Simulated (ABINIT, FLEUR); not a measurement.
An ABINIT input for a self-consistent single point of Cu3Pd (Pm-3m, 4 atoms in the cell) (DFT, LDA (PW92), plane waves, PAW (JTH v2.0 LDA PAW)):

```
# Cu3Pd, JTH v2.0 LDA PAW
pp_dirpath "./"
pseudos "Cu.LDA_PW-JTH.xml, Pd.LDA_PW-JTH.xml"
acell 3.6858830000 3.6858830000 3.6858830000 Angstrom
rprim
         1.0000000000    0.0000000000    0.0000000000
         0.0000000000    1.0000000000    0.0000000000
         0.0000000000    0.0000000000    1.0000000000
natom 4
ntypat 2
znucl 29 46
typat 1 1 1 2
xcart
         0.0000000000    3.4826546987    3.4826546987
         3.4826546987    0.0000000000    3.4826546987
         3.4826546987    3.4826546987    0.0000000000
         0.0000000000    0.0000000000    0.0000000000
ecut 816 eV
pawecutdg 1633 eV
pawxcdev 0
ixc 7
occopt 3
tsmear 0.05 eV
nband 48
kptopt 1
ngkpt 9 9 9
nshiftk 1
shiftk 0 0 0
nstep 50
tolvrs 1.0e-10
prtwf 0
prtden 0
prtvol 1
enunit 2
```

Translate this input to FLEUR.

This is the input that was run; spellings and numerical settings could be chosen otherwise.

Input of the input generator:

```
scf Cu3Pd
&input film=f /
6.9653093974 0.0000000000 0.0000000000
0.0000000000 6.9653093974 0.0000000000
0.0000000000 0.0000000000 6.9653093974
1.0
1.0 1.0 1.0

4
29 0.0000000000 0.5000000000 0.5000000000
29 0.5000000000 0.0000000000 0.5000000000
29 0.5000000000 0.5000000000 0.0000000000
46 0.0000000000 0.0000000000 0.0000000000

&comp jspins=1 /
&exco xctyp='pz' /
&kpt div1=9 div2=9 div3=9 /
&end /
```

```xml
<?xml version="1.0" encoding="UTF-8" standalone="no"?>
<fleurInput fleurInputVersion="0.39">
   <comment>
      scf Cu3Pd                                                                                           
   </comment>
   <calculationSetup>
      <cutoffs Kmax="4.4" Gmax="17.6" GmaxXC="17.6" numbands="0"/>
      <scfLoop itmax="100" minDistance="0.00001" maxIterBroyd="25" imix="Anderson" alpha="0.05" precondParam="0.0" spinf="2.0"/>
      <coreElectrons ctail="T" frcor="F" kcrel="0" coretail_lmax="0"/>
      <xcFunctional name="pz" relativisticCorrections="F"/>
      <magnetism jspins="1"/>
      <soc l_soc="F" theta="0.0" phi="0.0" spav="F"/>
      <expertModes spex="0" secvar="F"/>
      <geometryOptimization l_f="T" forcealpha="1.0" forcemix="BFGS" epsdisp="0.00001" epsforce="0.00001"/>
      <ldaU l_linMix="F" mixParam="0.05" spinf="1.0"/>
   </calculationSetup>
   <cell>
      <bzIntegration valenceElectrons="49.0" mode="hist" fermiSmearingEnergy="0.00183747">
         <kPointListSelection listName="default-1"/>
         <!-- k-points included here -->
         <xi:include xmlns:xi="http://www.w3.org/2001/XInclude" href="kpts.xml"> </xi:include>
      </bzIntegration>
      <!-- symmetry operations included here -->
      <xi:include xmlns:xi="http://www.w3.org/2001/XInclude" href="sym.xml"> </xi:include>
      <bulkLattice scale="1.0">
         <bravaisMatrix>
            <row-1>    6.9653093974000004     0.0000000000000000     0.0000000000000000</row-1>
            <row-2>    0.0000000000000000     6.9653093974000004     0.0000000000000000</row-2>
            <row-3>    0.0000000000000000     0.0000000000000000     6.9653093974000004</row-3>
         </bravaisMatrix>
      </bulkLattice>
   </cell>
   <atomSpecies>
      <species name="Copper (Cu)" element="Cu" atomicNumber="29">
         <mtSphere radius="2.30" gridPoints="793" logIncrement="0.016"/>
         <atomicCutoffs lmax="10" lnonsphr="8"/>
         <electronConfig flipSpins="F">
            <coreConfig>(1s1/2) (2s1/2) (2p1/2) (2p3/2) (3s1/2) (3p1/2) (3p3/2)</coreConfig>
            <valenceConfig>(4s1/2) (3d3/2) (3d5/2)</valenceConfig>
            <stateOccupation state="(4s1/2)" spinUp="0.5" spinDown="0.5"/>
         </electronConfig>
         <energyParameters s="4" p="4" d="3" f="4"/>
      </species>
      <species name="Palladium (Pd)" element="Pd" atomicNumber="46">
         <mtSphere radius="2.30" gridPoints="793" logIncrement="0.016"/>
         <atomicCutoffs lmax="10" lnonsphr="8"/>
         <electronConfig flipSpins="F">
            <coreConfig>(1s1/2) (2s1/2) (2p1/2) (2p3/2) (3s1/2) (3p1/2) (3p3/2) (4s1/2) (3d3/2) (3d5/2)</coreConfig>
            <valenceConfig>(4p1/2) (4p3/2) (5s1/2) (4d3/2) (4d5/2)</valenceConfig>
            <stateOccupation state="(5s1/2)" spinUp="0.5" spinDown="0.5"/>
            <stateOccupation state="(4d3/2)" spinUp="1.8" spinDown="1.8"/>
            <stateOccupation state="(4d5/2)" spinUp="2.7" spinDown="2.7"/>
         </electronConfig>
         <energyParameters s="5" p="5" d="4" f="4"/>
         <lo type="SCLO" l="1" n="4" eDeriv="0"/>
      </species>
   </atomSpecies>
   <atomGroups>
      <atomGroup species="Copper (Cu)">
         <relPos label="                   1">.0000000000 1.000/2.000 1.000/2.000</relPos>
         <relPos label="                   2">1.000/2.000 .0000000000 1.000/2.000</relPos>
         <relPos label="                   3">1.000/2.000 1.000/2.000 .0000000000</relPos>
         <force calculate="T" relaxXYZ="TTT"/>
      </atomGroup>
      <atomGroup species="Palladium (Pd)">
         <relPos label="                   4">.0000000000 .0000000000 .0000000000</relPos>
         <force calculate="T" relaxXYZ="TTT"/>
      </atomGroup>
   </atomGroups>
   <output dos="F" band="F" slice="F">
      <checks vchk="F" cdinf="F"/>
      <bandDOS minEnergy="-.5*Htr" maxEnergy="0.5*Htr" sigma="0.015" storeEVData="T"/>
      <vacuumDOS vacdos="F" integ="F" star="F" nstars="0" locx1="0.0" locy1="0.0" locx2="0.0" locy2="0.0" nstm="0" tworkf="0.0"/>
      <unfoldingBand unfoldBand="F" supercellX="1" supercellY="1" supercellZ="1"/>
      <plotting iplot="0" polar="F">
         <plot TwoD="T" vec1="  1.0  0.0  0.0" vec2="  0.0  1.0  0.0" vec3="  0.0  0.0  1.0" zero="  0.0  0.0  0.0" file="plot"/>
      </plotting>
      <chargeDensitySlicing numkpt="0" minEigenval="0.0" maxEigenval="0.0" nnne="0" pallst="F"/>
      <specialOutput eonly="F"/>
      <magneticCircularDichroism mcd="F" energyLo="-10.0" energyUp="0.0"/>
   </output>
  <!-- We include the file relax.xml here to enable relaxations (see documentation) -->
  <xi:include xmlns:xi="http://www.w3.org/2001/XInclude" href="relax.xml"> <xi:fallback/> </xi:include>
</fleurInput>
```

Basis settings and potentials, where a program has them, do not carry over. This input uses DFT, LDA (Perdew-Zunger), all-electron FLAPW (FLEUR), scalar-relativistic valence. LDA parametrisations can differ slightly between programs.

The starting cell comes from a database of computed structures (which also holds hypothetical and non-ambient phases and stackings), without a prior relaxation at this level. Its lattice was rescaled by a random factor within 2.5 % of one.
